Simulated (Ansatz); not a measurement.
ZnO under a change: isotropic strain −2.40 %

Consider ZnO in the wurtzite structure (space group P6_3mc, No. 186; a = 3.230 Å, c = 5.214 Å).

Modification: every lattice vector is shortened by 2.40 %, atoms relaxed at fixed cell.

Computed with PBEsol/PAW in Ansatz (an electronic-structure program), no spin-orbit coupling. Γ-centred 12×12×7 mesh, Fermi–Dirac width 0.05 eV.

* **Volume per atom**: 10.95 Å³ (base 11.78 Å³)
* **Space group**: P6_3mc (No. 186) (base P6_3mc (No. 186))
* **Shortest interatomic distance**: 1.922 Å (base 1.969 Å)
* **Energy relative to the base (free energy F)**: +30 meV/atom
* **Pressure (mean of the normal stresses, compression positive)**: 12.42 GPa (base 0.00 GPa)
* **Band gap**: 0.80 eV (base 0.70 eV)
* **Gap character**: direct at Γ (base direct at Γ)
* **Mean gap deformation potential ΔEg/Δln V**: -1.4 eV
* **Width of the top valence band**: 2.00 eV (base 1.83 eV)
* **Electron mass**: 0.15 mₑ (at Γ) (base 0.13 mₑ (at Γ))
* **Valence-band top at Γ (three highest levels, from the VBM)**: 0.00, 0.00, -0.12 eV (base 0.00, 0.00, -0.10 eV)

Final structure:

```yaml
crystal:
  lattice:
    - [3.15244, 0.00000, 0.00000]
    - [-1.57622, 2.73010, 0.00000]
    - [0.00000, 0.00000, 5.08923]
  atoms:
    - { symbol: Zn, position: [0.33333, 0.66667, 0.00155] }
    - { symbol: Zn, position: [0.66667, 0.33333, 0.50155] }
    - { symbol: O, position: [0.33333, 0.66667, 0.38045] }
    - { symbol: O, position: [0.66667, 0.33333, 0.88045] }
```

Cost of the whole job for the changed cell (relaxation, final SCF and bands): about 50 core-seconds (a rough figure).

Masses are band curvatures over ±0.01 Å⁻¹ around the edge. Semilocal Kohn–Sham gaps tend to fall short of experiment. No phonon test of stability was made.
